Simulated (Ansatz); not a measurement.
For CdS (model structure, started from the NiAs type, P6₃/mmc, No. 194, 4 atoms in the cell), PBEsol (PAW; Ansatz, a quantum-chemistry and plane-wave program) gives:

lattice constant a: 3.809 Å
lattice parameter c: 6.364 Å

### Question
What does PBE-D3(BJ) (plane waves, PAW; Ansatz) give for the same quantities?

### Answer

- lattice constant a: 3.819 Å (goes up by 0.3 %)
- lattice parameter c: 6.410 Å (rises by 0.7 %)

Changes are worked out from the printed values.

Unless a cell is named, each level is at its own relaxed cell (PBEsol 19.99, PBE-D3(BJ) 20.24 Å³/atom).

Ansatz's density-functional and Hartree–Fock values are scalar-relativistic unless marked +SOC, with PAW data made under PBE.

A model structure was made by putting elements into a prototype or built by hand; it is no filed structure, need not be a known phase, and can be a saddle point held by its symmetry.
